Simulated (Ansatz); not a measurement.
The reference is MgSe in the rock salt structure (space group Fm-3m, No. 225; a = 5.450 Å).

Level of theory: PBEsol (Ansatz, an electronic-structure program; PAW; 420 eV plane waves; spin-orbit coupling left out).

Strains are applied to the cell and any free atomic positions relax.

One change was made to it. Results:

```json
[
 {"quantity": "gap character", "base": "indirect, Γ → X", "after": "indirect, Γ → X"},
 {"quantity": "electron mass", "base": "0.49 mₑ along k, 0.23 mₑ across (at X)", "after": "0.48 mₑ along k, 0.23 mₑ across (at X)"},
 {"quantity": "smallest direct gap", "base": "2.50 eV", "after": "2.41 eV"}
]
```

Problem. Which change produced these results?
(A) isotropic strain +2.50 %
(B) isotropic strain −2.50 %
(C) isotropic strain +2.00 %
(D) isotropic strain +0.50 %

Solution. D, isotropic strain +0.50 %. For comparison, the smallest direct gap in the other runs: isotropic strain −2.50 % gives 3.04 eV; isotropic strain +2.50 % gives 2.04 eV; isotropic strain +2.00 % gives 2.13 eV.

Masses are band curvatures over ±0.01 Å⁻¹ around the edge. Along k means along the line from Γ to the band edge. Gaps are Kohn–Sham eigenvalue differences; semilocal functionals usually give less than the measured gap. No phonon test of stability was made.
